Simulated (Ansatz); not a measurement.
Ansatz (a quantum-chemistry and plane-wave program) run on Pb₂Au (Ibam, 6 atoms in the cell): zone-centre phonon calculation.

Method: LDA (PW92), PAW files made with PBE (plane waves; Ansatz).

```
CELL_PARAMETERS angstrom
     -3.63533     3.64044     2.79962
      3.63533    -3.64044     2.79962
      3.63533     3.64044    -2.79962
ATOMIC_POSITIONS crystal
  Pb 0.15966 0.15956 0.31922
  Pb 0.84034 0.84044 0.68078
  Pb 0.34034 0.65956 0.99990
  Pb 0.65966 0.34044 0.00010
  Au 0.75000 0.25000 0.50000
  Au 0.25000 0.75000 0.50000
```

Reference input (self-consistent single point, DFT, PBEsol, plane waves, PAW files made with PBE): kpoints.mp_grid.grid = 4 4 4; hamiltonian.xc = pbesol; hamiltonian.pseudopotentials = {kind: paw} (an earlier, softer set of the program's PAW files); scf.occupations.method = gaussian; scf.occupations.width = 0.136 eV. This run's input differs from it in these lines:

Ansatz 0.2 input:
```diff
@@ -16,3 +16,3 @@
 hamiltonian:
-  xc: pbesol
+  xc: lda
   pseudopotentials:
@@ -24,6 +24,4 @@
     width: 0.136 eV
-output:
-  forces: true
-  eigenvalues: true
-  stress: true
+phonons:
+  method: dfpt
```

The program printed (abridged):

```
SCF iter   1: F=—  HF=-72152.902734 eV  |F-HF|=—  |Δ(HF+E_count)|=         —  Δρ=7.93e-2  dr2=1.64e1  ethr=3.10e-3  ⟨swp⟩=10.1  Hψ=9431  notcnv=0  defer=1
all-band conjugate gradients solve this SCF's bands
preconditioner: auto → Kerker (q_TF=auto, 2.529 Å⁻¹)
SCF iter   2: F=—  HF=-72150.673774 eV  |F-HF|=—  |Δ(HF+E_count)|=    2.23e0  Δρ=3.71e-2  dr2=4.39e0  ethr=3.10e-3  ⟨swp⟩=2.1  Hψ=3200  notcnv=0  defer=54
   [... lines left out ...]
SCF iter   8: F=—  HF=-72149.799022 eV  |F-HF|=—  |Δ(HF+E_count)|=   5.93e-8  Δρ=2.43e-6  dr2=8.50e-9  ethr=1.61e-10  ⟨swp⟩=2.0  Hψ=3407  notcnv=0  defer=53
SCF iter   9: F=—  HF=-72149.799022 eV  |F-HF|=—  |Δ(HF+E_count)|=  6.26e-10  Δρ=5.12e-7  dr2=5.11e-10  ethr=9.04e-12  ⟨swp⟩=2.4  Hψ=3087  notcnv=0  defer=53
SCF iter  10: F=—  HF=-72149.799022 eV  |F-HF|=—  |Δ(HF+E_count)|=  1.31e-10  Δρ=1.09e-7  dr2=2.12e-11  ethr=1.00e-12  ⟨swp⟩=2.9  Hψ=3498  notcnv=0  defer=53
SCF iter  11: F=-72149.799022 eV  HF=-72149.799022 eV  |F-HF|=2.91e-11  |Δ(HF+E_count)|=  4.37e-11  Δρ=2.52e-8  dr2=9.46e-13  ethr=1.00e-12  ⟨swp⟩=14.2  Hψ=11130  notcnv=0
SCF 1 converged in 11 iterations: F = -72149.799022 eV  dr2 = 9.46e-13
DFPT response loops at Γ: preconditioner auto → Kerker (q_TF=auto, 2.529 Å⁻¹) (partly filled bands, converged f_vac=0.000) …
phonon interpolation: 16 periodic images of 16 blocks of the force constants (a block to an ordered pair of atoms and a translation) lie up to 1.32e-3 Å …
Free energy (F): -72149.799022 eV
Internal energy: -72149.772263 eV  (E = F + TS)
E sigma→0 (E₀):  -72149.785642 eV
Entropy (-TS):   -0.026759 eV (-4.460 meV/atom)
Fermi energy:    13.719978 eV
   [... lines left out ...]
  ASR residual: 5.595e-4 → 0.000e0 eV/Å²; symmetrization residual: 1.387e-4 eV/Å²
  ASR residual per site (eV/Å²): 1.69e-4 1.69e-4 1.69e-4 1.69e-4 5.59e-4 5.59e-4
  Γ frequencies (cm⁻¹): 0.00 0.00 0.00 29.34 29.47 46.90 46.96 47.24 51.09 53.82 65.96 82.25 82.28 83.83 88.46 88.50 92.71 141.43
  non-analytic LO–TO correction: not included (Born effective charges unavailable; polar crystals: no LO–TO splitting at Γ)
```

The run converged in 11 iterations. 

Summary of the result:
- Free energy E − TS (on the zero of these files) = -72149.7990 eV
- Fermi level (on the code's own zero) = 13.72 eV
- Zone-centre frequencies (cm⁻¹; negative means imaginary) = 0, 0, 0, 29, 29, 47, 47, 47, 51, 54, 66, 82, 82, 84, 88, 88, 93, 141

The starting cell comes from a database of computed structures (which also holds hypothetical and non-ambient phases and stackings), without a prior relaxation at this level. Its lattice was rescaled by a random factor within 2.5 % of one.

Cost on one core of a shared machine: roughly 5 min.
